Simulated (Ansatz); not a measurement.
## PBE against r2SCAN: TiSi2, isotropic strain −5.29 %

The parent structure is TiSi$_{2}$ (space group Fddd, No. 70; a = 4.8062 Å, b = 8.2647 Å, c = 8.5654 Å).

(Cell as relaxed with PBE.)

Levels (all Ansatz, a quantum-chemistry and plane-wave program, PAW): PBE (420 eV, no spin-orbit coupling); r2SCAN (500 eV, no spin-orbit coupling).

Each level relaxes its own structure.

| base | PBE | r2SCAN |
|---|---|---|
| volume per atom | 14.18 Å³ | 13.96 Å³ |
| band gap | zero | zero |

It is then changed as follows: the cell is scaled by 0.9471 in all directions, atoms relaxed at fixed cell.

| quantity | PBE | r2SCAN |
|---|---|---|
| energy relative to the base (free energy F) | +191 meV/atom | +198 meV/atom |
| pressure (mean of the normal stresses, compression positive) | 33.1 GPa | 34.9 GPa |
| band gap | zero | zero |

PBE's energy relative to the base lies 7.3 meV/atom below r2SCAN's; PBE's pressure lies 1.8 GPa below r2SCAN's; the two agree on the band gap. Neither level is exact; r2SCAN is the comparison here, not a measurement.

No phonon test of stability was made. All final runs are without spin polarisation.
